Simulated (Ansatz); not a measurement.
Ansatz (a program for electronic structure) run on CaAl₂Zn₂ (I4/mmm, 5 atoms in the cell): zone-centre phonon calculation.

Method: LDA (PW92), default PAW files made with PBE (plane waves; Ansatz).

```
CELL_PARAMETERS angstrom
     -2.05088     2.05088     5.72521
      2.05088    -2.05088     5.72521
      2.05088     2.05088    -5.72521
ATOMIC_POSITIONS crystal
  Ca 0.00000 0.00000 0.00000
  Al 0.25000 0.75000 0.50000
  Al 0.75000 0.25000 0.50000
  Zn 0.39187 0.39187 0.00000
  Zn 0.60813 0.60813 0.00000
```

Reference input (self-consistent single point, DFT, LDA (PW92), plane waves, default PAW files made with PBE): basis.ecutwfc = 420 eV; kpoints.mp_grid.grid = 9 9 9; hamiltonian.xc = lda; hamiltonian.pseudopotentials = {kind: paw} (the program's default PAW files); scf.occupations.method = gaussian; scf.occupations.width = 0.1 eV. This run's input differs from it in these lines:

Ansatz 0.2 input:
```diff
@@ -12,3 +12,3 @@
 basis:
-  ecutwfc: 420.0 eV
+  ecutwfc: 250.0 eV
 kpoints:
@@ -20,6 +20,4 @@
   occupations: { method: gaussian, width: 0.1 eV }
-output:
-  forces: true
-  eigenvalues: true
-  stress: true
+phonons:
+  method: dfpt
```

Output (repeated stretches shortened):

```
SCF iter   1: F=—  HF=-9289.983922 eV  |F-HF|=—  |Δ(HF+E_count)|=         —  Δρ=1.58e-2  dr2=1.03e-1  ethr=1.77e-3  ⟨swp⟩=7.0  Hψ=15097  notcnv=0
all-band conjugate gradients solve this SCF's bands
preconditioner: auto → Kerker (q_TF=auto, 2.357 Å⁻¹)
SCF iter   2: F=—  HF=-9289.660727 eV  |F-HF|=—  |Δ(HF+E_count)|=   3.23e-1  Δρ=2.04e-2  dr2=2.84e-1  ethr=2.57e-4  ⟨swp⟩=2.0  Hψ=6665  notcnv=0  defer=85
   [... lines left out ...]
SCF iter   7: F=—  HF=-9289.609988 eV  |F-HF|=—  |Δ(HF+E_count)|=   5.34e-7  Δρ=6.36e-6  dr2=5.28e-8  ethr=8.14e-9  ⟨swp⟩=2.1  Hψ=4938  notcnv=0  defer=81
SCF iter   8: F=—  HF=-9289.609988 eV  |F-HF|=—  |Δ(HF+E_count)|=   3.17e-9  Δρ=1.59e-6  dr2=4.80e-9  ethr=1.32e-10  ⟨swp⟩=1.7  Hψ=3292  notcnv=0  defer=81
SCF iter   9: F=—  HF=-9289.609988 eV  |F-HF|=—  |Δ(HF+E_count)|=  7.55e-10  Δρ=2.82e-7  dr2=1.16e-10  ethr=1.20e-11  ⟨swp⟩=2.9  Hψ=5331  notcnv=0  defer=81
SCF iter  10: F=-9289.609988 eV  HF=-9289.609988 eV  |F-HF|=1.82e-12  |Δ(HF+E_count)|=  1.64e-11  Δρ=5.40e-8  dr2=4.12e-12  ethr=1.00e-12  ⟨swp⟩=7.6  Hψ=13371  notcnv=0
SCF 1 converged in 10 iterations: F = -9289.609988 eV  dr2 = 4.12e-12
DFPT response loops at Γ: preconditioner auto → Kerker (q_TF=auto, 2.357 Å⁻¹) (partly filled bands, converged f_vac=0.000) …
Free energy (F): -9289.609988 eV
Internal energy: -9289.601662 eV  (E = F + TS)
E sigma→0 (E₀):  -9289.605825 eV
Entropy (-TS):   -0.008327 eV (-1.665 meV/atom)
Fermi energy:    7.839528 eV
--- Phonons (Γ-DFPT): 6 representative perturbations + reference, on 125 of 729 k-points (Σ response iterations 27) ---
  k mesh reduced under 4 symmetry operations, with k and −k counted as one. Each operation leaves every solved displacement unchanged or reverses it
  ASR residual: 6.342e-5 → 0.000e0 eV/Å²; symmetrization residual: 6.122e-6 eV/Å²
  ASR residual per site (eV/Å²): 6.34e-5 4.43e-5 4.43e-5 9.86e-6 9.86e-6
  Γ frequencies (cm⁻¹): 0.00 0.00 0.00 110.24 110.24 126.64 138.27 138.27 189.81 189.81 190.99 192.20 209.81 245.71 245.71
  non-analytic LO–TO correction: not included (Born effective charges unavailable; polar crystals: no LO–TO splitting at Γ)
```

The run converged in 10 iterations. 

Summary of the result:
Free energy E − TS (on the zero of these files): -9289.6100 eV
Fermi level (on the code's own zero): 7.84 eV
Zone-centre frequencies (cm⁻¹; negative means imaginary): 0, 0, 0, 110, 110, 127, 138, 138, 190, 190, 191, 192, 210, 246, 246

The starting cell comes from a database of computed structures (which also holds hypothetical and non-ambient phases and stackings), without a prior relaxation at this level. Its lattice was rescaled by up to half a per cent. The cutoff lies below the one recommended for these files.

Cost on one core of a shared machine: roughly 3 min.
